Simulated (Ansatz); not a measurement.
**A computed series for GeSe: response to strain**

Start from GeSe in the GeS type structure (space group Pnma, No. 62; a = 10.520 Å, b = 3.824 Å, c = 4.142 Å; layered, stacked along the Cartesian x axis). Axes: x, y, z lie along a, b, c of the conventional cell.

Strains are applied to the cell and any free atomic positions relax; under biaxial strain the out-of-plane vector relaxes too; under stress the whole cell relaxes.

Level of theory: Ansatz (a program for electronic structure) PBEsol-D3(BJ), no spin-orbit coupling, earlier PAW set.

Notes on the quantities. pressure: mean of the normal stresses, compression positive.

```csv
case,band gap,volume per atom,pressure
base,0.11 eV,20.83 Å³,0.00 GPa
"biaxial strain −1.92 %, plane normal [001], relaxed out of plane",0.29 eV,20.51 Å³,___
"biaxial strain −0.80 %, plane normal [001], relaxed out of plane",0.16 eV,20.68 Å³,0.40 GPa
isotropic strain +0.61 %,0.21 eV,21.21 Å³,___
isotropic strain +2.34 %,0.49 eV,22.32 Å³,-0.27 GPa
uniaxial strain ε_zz = −2.02 %,zero,20.41 Å³,0.7 GPa
"uniaxial stress, 1 GPa tension along x",zero,21.06 Å³,–
```

Question: Some entries are withheld; estimate them.

Answer: 
- biaxial strain −1.92 %, plane normal [001], relaxed out of plane, pressure: 1.01 GPa
- isotropic strain +0.61 %, pressure: -0.47 GPa

A case with no gap was solved on a k-mesh chosen for an insulator, which is coarse for it. Stability under load was not tested beyond the relaxation. The final runs are not spin-polarised. Gaps under 0.05 eV, about the width of the smearing, are given as zero. The program warned that a D3 coordination switch lies within reach, so dispersion energies are less smooth here. The zero or small gap of GeSe can change with the level of theory.
